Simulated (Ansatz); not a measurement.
## BaTiO3: response to strain

Start from BaTiO$_{3}$ in the cubic perovskite structure (space group Pm-3m, No. 221).

```
BaTiO3
1.0
    3.96988     0.00000     0.00000
    0.00000     3.96988     0.00000
    0.00000     0.00000     3.96988
Ba Ti O
1 1 3
Direct
  0.00000   0.00000   0.00000
  0.50000   0.50000   0.50000
  0.50000   0.00000   0.50000
  0.00000   0.50000   0.50000
  0.50000   0.50000   0.00000
```

Strains are applied to the cell and any free atomic positions relax.

The values are results of PBEsol, PAW, 420 eV (Ansatz, a first-principles code; no SOC), not measurements.

| isotropic strain (%) | pressure (GPa) |
|---|---|
| -3 | 20.2 |
| -2.4 | 15.5 |
| -1.8 | ? |
| -1.2 | 7.1 |
| -0.6 | 3.4 |
| 0 | 0.0 |

**Question.** Fit P = P₀ − Bδ + Cδ² with δ = (1 + ε)³ − 1 to the rows shown and predict the withheld row.

**Answer.** Least squares on the printed values gives P₀ = 0.0 GPa, B = 178 GPa, C = 613 GPa (largest residual 0.0 GPa); this predicts 11.1 GPa, and the run gives 11.1 GPa, in agreement.

Whether these cells are dynamically stable was not tested. All final runs are without spin polarisation. Many cubic perovskites are stable only at high temperature; tilts and polar distortions were not tested. This is not the structure that BaTiO3 has at room temperature and ambient pressure.
